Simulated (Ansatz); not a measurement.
Data:

```xyz
6
Lattice="4.2010 0.0000 0.0000 0.0000 4.2010 0.0000 0.0000 0.0000 2.7022" Properties=species:S:1:pos:R:3 pbc="T T T"
Si     2.1005     2.1005     1.3511
Si     0.0000     0.0000     0.0000
O      3.3863     3.3863     1.3511
O      1.2858     2.9152     0.0000
O      2.9152     1.2858     0.0000
O      0.8147     0.8147     1.3511
```

No spin polarisation.

All numbers come from Ansatz (a first-principles code) PBE, no spin-orbit coupling. Γ-centred 8×8×12 mesh, Fermi–Dirac width 0.05 eV.

Question: Predict the band gap, gap character, electron mass and hole mass.

Answer: Band gap: 5.17 eV
Gap character: direct at Γ
Electron mass: 0.36 mₑ out of plane, 0.46 mₑ in plane (at Γ)
Hole mass: 1.8 mₑ out of plane, 1.1 mₑ in plane (at Γ)

The cells carry an imposed strain or load. Effective masses come from finite differences of ±0.01 Å⁻¹. No phonon test of stability was made. The cell was made from SiO₂ in the rutile structure (space group P4_2/mnm, No. 136) by this change: biaxial strain −0.83 %, plane normal [001], relaxed out of plane.
